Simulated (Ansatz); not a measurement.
# CdS: response to strain

The reference is CdS in the wurtzite structure (space group P6_3mc, No. 186).

```xyz
4
Lattice="4.1244 0.0000 0.0000 -2.0622 3.5718 0.0000 0.0000 0.0000 6.7082" Properties=species:S:1:pos:R:3 pbc="T T T"
Cd     0.0000     2.3812     0.0011
Cd     2.0622     1.1906     3.3552
S      0.0000     2.3812     2.5278
S      2.0622     1.1906     5.8819
```

Cartesian axes are those of the cell as printed.

Strains are applied to the cell and any free atomic positions relax.

Level of theory: Ansatz (an electronic-structure program), PBEsol, PAW, cutoff 420 eV, no spin-orbit coupling.

Notes on the quantities. pressure: mean of the normal stresses, compression positive.

```tsv
variant	shortest interatomic distance	pressure	band gap
base	2.521 Å	0.00 GPa	1.09 eV
uniaxial strain ε_zz = −3.00 %	2.497 Å	(withheld)	1.18 eV
uniaxial strain ε_zz = −2.40 %	2.502 Å	1.55 GPa	1.17 eV
uniaxial strain ε_zz = −1.80 %	2.507 Å	1.15 GPa	1.16 eV
uniaxial strain ε_zz = −1.20 %	2.512 Å	(withheld)	1.14 eV
uniaxial strain ε_zz = −0.60 %	2.516 Å	(withheld)	1.12 eV
```

Question: Fill in the withheld entries from the trend.

Answer: 
- uniaxial strain ε_zz = −3.00 %, pressure: 1.97 GPa
- uniaxial strain ε_zz = −1.20 %, pressure: 0.76 GPa
- uniaxial strain ε_zz = −0.60 %, pressure: 0.38 GPa

Stability against distortions was not tested.
